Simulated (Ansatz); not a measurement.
**SiC, pressure series**

The reference is SiC (space group P6_3mc, No. 186; a = 3.094 Å, c = 10.129 Å).

Cell and atoms are relaxed at each pressure.

The values are results of PBE (Ansatz, a first-principles code), no spin-orbit coupling, earlier PAW set, not measurements.

| P (GPa) | V (Å³/atom) |
|---|---|
| -1.99 | 10.598 |
| -0.99 | 10.547 |
| 0.90 | 10.454 |
| 2.10 | 10.397 |
| 4.50 | 10.287 |
| 9.00 | 10.095 |
| 15.00 | 9.864 |
| 22.50 | 9.607 |
| 30.00 | 9.377 |

### Question
Fit a third-order Birch–Murnaghan equation of state.

### Answer
Least squares on P(V) = (3B₀/2)[(V₀/V)^(7/3) − (V₀/V)^(5/3)]·[1 + (3/4)(B₀′ − 4)((V₀/V)^(2/3) − 1)] gives V₀ = 10.50 Å³/atom, B₀ = 214 GPa and B₀′ = 3.9.

Load acts through the strain it causes; cell and atoms are relaxed under it. Whether these cells are dynamically stable was not tested. Competing high-pressure phases were not computed.
